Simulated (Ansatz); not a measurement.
For MoP (model structure, started from the CoSn type, P6/mmm, No. 191, 6 atoms in the cell), PBEsol (Ansatz, a quantum-chemistry and plane-wave program, PAW) gives:

```
Quantity              Value
------------------  -------
lattice constant a  5.333 Å
c axis length       3.906 Å
```

### Question
What does PBE-D3(BJ) in Ansatz (plane waves, PAW) give for the same quantities?

### Answer

- lattice constant a: 5.339 Å (grows by 0.1 %)
- lattice parameter c: 3.893 Å (falls by 0.3 %)

Changes are worked out from the printed values.

Unless a cell is named, each level is at its own relaxed cell (PBEsol 16.03, PBE-D3(BJ) 16.01 Å³/atom).

Ansatz's density-functional and Hartree–Fock values are scalar-relativistic unless marked +SOC, with PAW data made under PBE.

A model structure was made by putting elements into a prototype or built by hand; it is no filed structure, need not be a known phase, and can be a saddle point held by its symmetry.
